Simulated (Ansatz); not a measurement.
Take ZnS (space group R3m, No. 160) as the base.

```yaml
crystal:
  lattice:
    - [1.89188, 1.09228, 9.29991]
    - [-1.89188, 1.09228, 9.29991]
    - [0.00000, -2.18456, 9.29991]
  atoms:
    - { symbol: Zn, position: [0.00001, 0.00001, 0.00001] }
    - { symbol: Zn, position: [0.77770, 0.77770, 0.77770] }
    - { symbol: Zn, position: [0.55543, 0.55543, 0.55543] }
    - { symbol: S, position: [0.91674, 0.91674, 0.91674] }
    - { symbol: S, position: [0.47217, 0.47217, 0.47217] }
    - { symbol: S, position: [0.69460, 0.69460, 0.69460] }
```

Cartesian axes are those of the cell as printed.

Levels (all Ansatz, a quantum-chemistry and plane-wave program, PAW): PBEsol (420 eV, without spin-orbit coupling); HSE06 (420 eV, without spin-orbit coupling).

Its gap is 2.13 eV with PBEsol and 3.51 eV with HSE06.

One thing is altered: uniaxial strain ε_zz = +2.92 %, all other strain components held at zero; the atoms relax in the strained cell.

With PBEsol the gap becomes 1.92 eV.

### Question
If the HSE06 correction stayed the same, what would the HSE06 gap be, and what does the HSE06 run give?

### Answer
A rigid correction of +1.38 eV gives 3.30 eV. The HSE06 run gives 3.27 eV, so the two effects roughly add.

Single points use the geometry relaxed with PBEsol. Stability against distortions was not tested. This is not the structure that ZnS has at room temperature and ambient pressure.
